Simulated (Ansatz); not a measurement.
# What uniaxial strain ε_zz = +1.50 % does to Sn

Base system: Sn in the diamond structure (space group Fd-3m, No. 227; a = 6.6562 Å; relaxed with 0.1 eV smearing). Axes: x, y, z lie along the cube axes.

One thing is altered: uniaxial strain ε_zz = +1.50 %, all other strain components held at zero, atoms relaxed at fixed cell.

Calculations: DFT with PBE, PAW potentials and a 420 eV plane-wave cutoff in Ansatz (a program for electronic structure), scalar-relativistic without spin-orbit coupling. Γ-centred 15×15×15 mesh, Fermi–Dirac width 0.1 eV.

Shortest interatomic distance: 2.897 Å (base 2.882 Å)
Energy relative to the base (free energy F): +1.4 meV/atom
Pressure (mean of the normal stresses, compression positive): -0.5 GPa (base 0.0 GPa)
Band gap: zero (base zero)
Stress (xx, yy, zz, yz, xz, xy; compression positive): (-0.4, -0.4, -0.8, 0.0, 0.0, 0.0) GPa

Final structure:

```
Sn
1.0
    0.00000     3.32808     3.37801
    3.32808     0.00000     3.37801
    3.32808     3.32808     0.00000
Sn
2
Direct
  0.00000   0.00000   0.00000
  0.25000   0.25000   0.25000
```

No phonon test of stability was made.
